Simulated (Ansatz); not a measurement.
Take Ti (space group P6/mmm, No. 191; a = 4.568 Å, c = 2.826 Å; a cell from a computed database, its experimental status unchecked; relaxed with 0.1 eV smearing) as the base. Axes: x lies along a and z along c of the hexagonal cell.

Calculations: r2SCAN (Ansatz, an electronic-structure program, PAW, no SOC), earlier PAW set.

Before the change:

```
Item                             Value
-----------------------------  -------
Pressure                       0.0 GPa
Shortest interatomic distance  2.637 Å
```

Now apply this change: biaxial strain +3.32 %, plane normal [001], relaxed out of plane (Cartesian); in-plane vectors clamped, the third vector and the atoms free.

**Question.** Predict the new pressure, shortest interatomic distance and out-of-plane strain.

**Answer.** The pressure (mean of the normal stresses, compression positive) goes from zero to -5.3 GPa; the shortest interatomic distance increases by 0.088 Å to 2.725 Å; the out-of-plane strain comes out as -1.25 %.

No phonon test of stability was made. All final runs are without spin polarisation. This is not the structure that Ti has at room temperature and ambient pressure.
